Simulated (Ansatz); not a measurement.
Worked example: self-consistent single point of Ba2H3I (P3m1, 6 atoms in the cell) in Ansatz (a program for electronic structure).

Method of the run: LDA (PW92), harder PAW files (source: ansatz) made with PBE (plane waves; Ansatz).

```
Ba2H3I
1.0
    4.51372     0.00000     0.00000
   -2.25686     3.90899     0.00000
    0.00000     0.00000     8.07895
Ba H I
2 3 1
Direct
  0.66667   0.33333   0.69091
  0.33333   0.66667   0.31528
  0.66667   0.33333   0.35610
  0.33333   0.66667   0.64390
  0.00000   0.00000   0.50000
  0.00000   0.00000   0.00000
```

Reference input (self-consistent single point, DFT, LDA (PW92), plane waves, default PAW files made with PBE): basis.ecutwfc = 30.9 Ry; kpoints.mp_grid.grid = 6 6 3; hamiltonian.xc = lda; hamiltonian.pseudopotentials = {kind: paw} (the program's default PAW files); scf.occupations.method = fixed. This run's input differs from it in these lines:

Ansatz 0.2 input:
```diff
@@ -14,3 +14,3 @@
 basis:
-  ecutwfc: 30.9 Ry
+  ecutwfc: 26.5 Ry
 kpoints:
@@ -19,3 +19,3 @@
   xc: lda
-  pseudopotentials: { kind: paw }
+  pseudopotentials: { kind: paw, source: ansatz }
 scf:
```

The program printed (abridged):

```
SCF iter   1: F=—  HF=-18954.743888 eV  |F-HF|=—  |Δ(HF+E_count)|=         —  Δρ=1.06e-1  dr2=1.12e2  ethr=3.10e-3  ⟨swp⟩=4.9  Hψ=1790  notcnv=0  defer=56
all-band conjugate gradients solve this SCF's bands
   [... lines left out ...]
SCF iter   7: F=—  HF=-18941.128780 eV  |F-HF|=—  |Δ(HF+E_count)|=   7.88e-5  Δρ=8.64e-5  dr2=7.60e-5  ethr=8.40e-7  ⟨swp⟩=2.4  Hψ=555  notcnv=0  defer=65
SCF iter   8: F=—  HF=-18941.128755 eV  |F-HF|=—  |Δ(HF+E_count)|=   2.50e-5  Δρ=3.02e-5  dr2=1.13e-5  ethr=1.90e-7  ⟨swp⟩=2.1  Hψ=527  notcnv=0  defer=50
SCF iter   9: F=—  HF=-18941.128751 eV  |F-HF|=—  |Δ(HF+E_count)|=   3.65e-6  Δρ=9.29e-6  dr2=9.83e-7  ethr=2.82e-8  ⟨swp⟩=2.0  Hψ=525  notcnv=0  defer=55
SCF iter  10: F=-18941.128751 eV  HF=-18941.128751 eV  |F-HF|=1.56e-9  |Δ(HF+E_count)|=   3.38e-7  Δρ=1.25e-6  dr2=2.73e-9  ethr=2.50e-10  ⟨swp⟩=14.5  Hψ=3126  notcnv=0
SCF 1 converged in 10 iterations: F = -18941.128751 eV  dr2 = 2.73e-9
Free energy (F): -18941.128751 eV
Internal energy: -18941.128751 eV  (E = F + TS)
E sigma→0 (E₀):  -18941.128751 eV
Fermi energy:    6.618514 eV
--- Forces (eV/Å), atoms counted from 1 ---
  atom   1  Ba     0.00000000     0.00000000    -0.24706698
  atom   2  Ba    -0.00000000    -0.00000000     0.11357355
  atom   3  H      0.00000000    -0.00000000     0.08619461
  atom   4  H      0.00000000     0.00000000    -0.01189231
  atom   5  H      0.00000000    -0.00000000     0.02446090
  atom   6  I      0.00000000     0.00000000     0.03460440
--- Stress (GPa, compression-positive) ---
       -2.715520       0.000000      -0.000000
        0.000000      -2.715520       0.000000
       -0.000000       0.000000      -2.997007
  P = ⅓ Tr σ = -2.8093 GPa (-28.093 kbar)
  The stress holds the Pulay correction. Without it, at fixed plane waves, as pw.x and ABINIT print it: P = -5.8553 GPa
```

The run converged in 10 iterations. Against the reference run the pressure moves little (-2.83 to -2.81 GPa), the largest force hardly changes (0.253 to 0.247 eV/Å) and the gap on the mesh goes from 2.021 to 2.009 eV. The full log also holds: “WARN: iter 1: σ=0 fill of 20 bands saw a band overlap (occupied 7.4248 eV > unoccupied 6.9151 eV) — on an unconverged iterate often a transient of an (band_overlap_at_count)”.

The starting cell comes from a database of computed structures (which also holds hypothetical and non-ambient phases and stackings), without a prior relaxation at this level. Its lattice was rescaled by up to half a per cent. One atom was moved a little off its site on purpose. Spin-orbit coupling is off. Ansatz's pressure includes its estimate of the finite-basis (Pulay) stress. Without the estimate this run gives -5.86 GPa. The cutoff lies below the one recommended for these files.
